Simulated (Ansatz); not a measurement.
Consider the following.

End structure of Ti on a Pd site (surface) in a 3x3 cell of the 1x1 (111) surface of fcc Pd:

```
CELL_PARAMETERS angstrom
      8.36583     0.00000     0.00000
     -4.18292     7.24502     0.00000
      0.00000     0.00000    26.00000
ATOMIC_POSITIONS crystal
  Pd 0.11111 0.22222 0.36893
  Pd 0.11111 0.55556 0.36893
  Pd 0.11111 0.88889 0.36893
  Pd 0.44444 0.22222 0.36893
  Pd 0.44444 0.55556 0.36893
  Pd 0.44444 0.88889 0.36893
  Pd 0.77778 0.22222 0.36893
  Pd 0.77778 0.55556 0.36893
  Pd 0.77778 0.88889 0.36893
  Pd 0.22226 0.11107 0.45682
  Pd 0.22226 0.44453 0.45682
  Pd 0.22219 0.77776 0.45682
  Pd 0.55557 0.11114 0.45682
  Pd 0.55565 0.44449 0.45632
  Pd 0.55557 0.77776 0.45682
  Pd 0.88881 0.11107 0.45682
  Pd 0.88884 0.44449 0.45632
  Pd 0.88884 0.77768 0.45632
  Pd 0.00071 0.00143 0.54480
  Pd 0.00071 0.33262 0.54480
  Pd 0.99994 0.66664 0.54395
  Pd 0.33342 0.99991 0.54420
  Pd 0.33191 0.33262 0.54480
  Pd 0.33342 0.66684 0.54420
  Pd 0.66650 0.99991 0.54420
  Pd 0.66670 0.33339 0.54395
  Pd 0.66670 0.66664 0.54395
  Ti 0.11111 0.22222 0.62151
  Pd 0.11166 0.54951 0.63218
  Pd 0.11166 0.89548 0.63218
  Pd 0.43785 0.22168 0.63218
  Pd 0.43785 0.54951 0.63218
  Pd 0.44444 0.88889 0.63138
  Pd 0.78383 0.22168 0.63218
  Pd 0.77778 0.55556 0.63111
  Pd 0.78383 0.89548 0.63218
```

Model: 36-atom slab, 6.8 Å thick at the start (thin: gaps and levels are the slab's own), 4x4x1 mesh, Fermi-Dirac 0.1 eV, dipole correction, 9 atoms held, the rest relaxed; symmetry of the start imposed; no spin, no spin-orbit, no U.

### Question
What change of the work function does PBE (Ansatz, a first-principles code) give?

### Answer
-0.18 eV

### Question
What change of the step from the bottom to the top vacuum level, against the clean slab does PBE give?

### Answer
-0.19 eV

### Question
Give the formation energy against fcc Pd, hcp Ti at the level PBE.

### Answer
-265 kJ/mol

### Question
Give the work function of the top face at the level PBE.

### Answer
5.06 eV
